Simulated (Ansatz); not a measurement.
```yaml
crystal:
  lattice:
    - [16.50000, 0.00000, 0.00000]
    - [0.00000, 16.00000, 0.00000]
    - [0.00000, 0.00000, 5.58182]
  atoms:
    - { symbol: Zn, position: [0.65841, 0.50000, 0.66879] }
    - { symbol: O, position: [0.63756, 0.60307, 0.83121] }
    - { symbol: O, position: [0.67004, 0.50000, 0.33121] }
    - { symbol: Zn, position: [0.54895, 0.65537, 0.66879] }
    - { symbol: O, position: [0.44745, 0.66677, 0.83121] }
    - { symbol: Zn, position: [0.62816, 0.59602, 0.16879] }
    - { symbol: O, position: [0.55255, 0.66677, 0.33121] }
    - { symbol: Zn, position: [0.37184, 0.59602, 0.66879] }
    - { symbol: O, position: [0.32996, 0.50000, 0.83121] }
    - { symbol: Zn, position: [0.45105, 0.65537, 0.16879] }
    - { symbol: O, position: [0.36244, 0.60307, 0.33121] }
    - { symbol: Zn, position: [0.37184, 0.40398, 0.66879] }
    - { symbol: O, position: [0.44745, 0.33323, 0.83121] }
    - { symbol: Zn, position: [0.34159, 0.50000, 0.16879] }
    - { symbol: O, position: [0.36244, 0.39693, 0.33121] }
    - { symbol: Zn, position: [0.54895, 0.34463, 0.66879] }
    - { symbol: O, position: [0.63756, 0.39693, 0.83121] }
    - { symbol: Zn, position: [0.45105, 0.34463, 0.16879] }
    - { symbol: O, position: [0.55255, 0.33323, 0.33121] }
    - { symbol: Zn, position: [0.62816, 0.40398, 0.16879] }
```

These are PBE (plane waves to 420 eV, PAW; Ansatz, an electronic-structure program) values and carry that method's errors. Mesh 1×1×6. No spin polarisation. It repeats along c; a and b span vacuum. A hypothetical model, rolled from the flat sheet. Only distortions within the start's symmetry and period were free.

Tabulate the two highest filled and two lowest empty levels along the axis, from the valence top.


| k (2π/c) | v2 (eV) | v1 (eV) | c1 (eV) | c2 (eV) |
|---|---|---|---|---|
| 0.000 | -0.17 | 0.00 | 1.67 | 2.94 |
| 0.042 | -0.18 | -0.03 | 1.70 | 2.95 |
| 0.083 | -0.20 | -0.10 | 1.77 | 2.99 |
| 0.125 | -0.24 | -0.21 | 1.89 | 3.05 |
| 0.167 | -0.34 | -0.29 | 2.03 | 3.14 |
| 0.208 | -0.47 | -0.36 | 2.19 | 3.25 |
| 0.250 | -0.54 | -0.43 | 2.37 | 3.38 |
| 0.292 | -0.63 | -0.52 | 2.56 | 3.53 |
| 0.333 | -0.66 | -0.62 | 2.76 | 3.70 |
| 0.375 | -0.68 | -0.68 | 2.96 | 3.88 |
| 0.417 | -0.69 | -0.69 | 3.16 | 3.99 |
| 0.458 | -0.71 | -0.71 | 3.37 | 3.78 |
| 0.500 | -0.73 | -0.73 | 3.58 | 3.58 |
